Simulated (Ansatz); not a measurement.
# What pressure 3 GPa does to CsPbCl3

Base system: CsPbCl₃ in the cubic perovskite structure (space group Pm-3m, No. 221; a = 5.7356 Å).

One thing is altered: cell and atoms relaxed at a pressure of 3 GPa.

All numbers come from PBE/PAW in Ansatz (a first-principles code), no spin-orbit coupling. Γ-centred 6×6×6 mesh, Fermi–Dirac width 0.05 eV.

The volume per atom drops by 3.823 Å³, from 37.74 Å³ to 33.91 Å³ and the density increases by 0.44 g/cm³ (3.93 g/cm³ → 4.37 g/cm³). The lattice parameter a shrinks by 0.201 Å to 5.535 Å and the enthalpy H = E + PV relative to the base's energy amounts to +0.67 eV/atom. The band gap falls by 0.46 eV (2.21 eV → 1.75 eV) and the gap character is still direct at R. The width of the top valence band increases by 0.80 eV, from 2.05 eV to 2.85 eV and the electron mass (degenerate bands, along [100]) changes from 0.12, 0.93, 0.93 mₑ (at R) to 0.10, 0.80, 0.80 mₑ (at R). The hole mass becomes 0.16 mₑ (at R) (base: 0.22 mₑ (at R)) and the valley order (the lowest conduction-band minima on the path, energy above the VBM, named in the base's zone) becomes R along ⟨111⟩ 1.75 eV; Γ 3.13 eV (base: R along ⟨111⟩ 2.21 eV; Γ 3.67 eV).

Final structure:

```xyz
5
Lattice="5.5350 0.0000 0.0000 0.0000 5.5350 0.0000 0.0000 0.0000 5.5350" Properties=species:S:1:pos:R:3 pbc="T T T"
Cs     0.0000     0.0000     0.0000
Pb     2.7675     2.7675     2.7675
Cl     0.0000     2.7675     2.7675
Cl     2.7675     2.7675     0.0000
Cl     2.7675     0.0000     2.7675
```

Spin-orbit coupling, missing from the scalar runs, can matter with Pb. Load acts through the strain it causes; cell and atoms are relaxed under it. Effective masses come from finite differences of ±0.01 Å⁻¹. No phonon test of stability was made. Many cubic perovskites are stable only at high temperature; tilts and polar distortions were not tested. This is not the structure that CsPbCl3 has at room temperature and ambient pressure.
